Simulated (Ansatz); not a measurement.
**What isotropic strain −3.00 % does to Ru**

Take Ru in the hcp (Mg type) structure (space group P6_3/mmc, No. 194; a = 2.676 Å, c = 4.224 Å; relaxed with 0.1 eV smearing) as the base.

Perturbation: every lattice vector is shortened by 3.00 %, atoms relaxed at fixed cell.

Computed with DFT with LDA, PAW potentials and a 420 eV plane-wave cutoff in Ansatz (a program for electronic structure), scalar-relativistic without spin-orbit coupling. Settings: 25×25×14 k-points, 0.1 eV Fermi–Dirac smearing.

```json
[
 {"quantity": "space group", "base": "P6_3/mmc (No. 194)", "changed": "P6_3/mmc (No. 194)", "shift": "–"},
 {"quantity": "shortest interatomic distance", "base": "2.617 Å", "changed": "2.538 Å", "shift": "-0.0785 Å"},
 {"quantity": "energy relative to the base (free energy F)", "base": "0 meV/atom", "changed": "+136 meV/atom", "shift": "+136 meV/atom"},
 {"quantity": "band gap", "base": "zero", "changed": "zero", "shift": "–"}
]
```

No phonon test of stability was made. The final runs are not spin-polarised.
